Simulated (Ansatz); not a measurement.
BN: band gap against strain

BN (layered hexagonal, P6_3/mmc, 8.679 Å³/atom at rest, c along z) under an equal strain ε along all three axes. PBEsol-D3(BJ) in Ansatz, a plane-wave DFT program (PAW, default set), 420 eV, 15×15×5 Γ-centred mesh, Fermi-Dirac smearing 0.05 eV; ions are relaxed within the symmetry of each cell. Gaps are the smallest over the k-mesh and a band path, without spin-orbit coupling; in all rows the valence edge lies at about 1.5 Å⁻¹ from Γ and the conduction edge at about 1.5 Å⁻¹ from Γ.

Here s stands for strain and Eg for gap.

| strain (%) | gap (eV) |
|---|---|
| -3.00 | ? |
| -1.80 | 4.13 |
| -1.20 | 4.11 |
| -0.60 | 4.09 |
| 0.00 | 4.08 |

The 4 complete rows are fitted with a straight line, Eg against s. Means: s -0.90000, Eg 4.103. About the means, the sum of products is -0.051000 and the sum of squares of s is 1.8000; the slope is their ratio. Least squares gives Eg = 4.077 - 0.0283·s. Residuals (row less fit): 0.002, -0.001, -0.004, 0.003; standard error 0.004 (degrees of freedom: 2). Over these rows the gap moves by -2.8 ± 0.3 eV per unit strain, or -0.94 eV per unit of ln V.

### Question
What does the fit predict for Eg at s = -3.00, and how far is the calculated value from it?

### Answer
Eg = 4.077 - 0.0283 × (-3.0) = 4.162 eV. The calculation gives 4.16 eV, which the fit meets to the printed digits. The row lies outside the fitted rows, so this is an extrapolation. The fitted rows scatter only by rounding.

Other structures, which can take over under pressure, weren't tried. Rows are the converged runs of the series near zero and its far end; series whose fitted rows scatter by over a few per cent of the range, as at a crossing or softening among them, aren't shown in this form. Most that stay on the fit to the last digits aren't either.
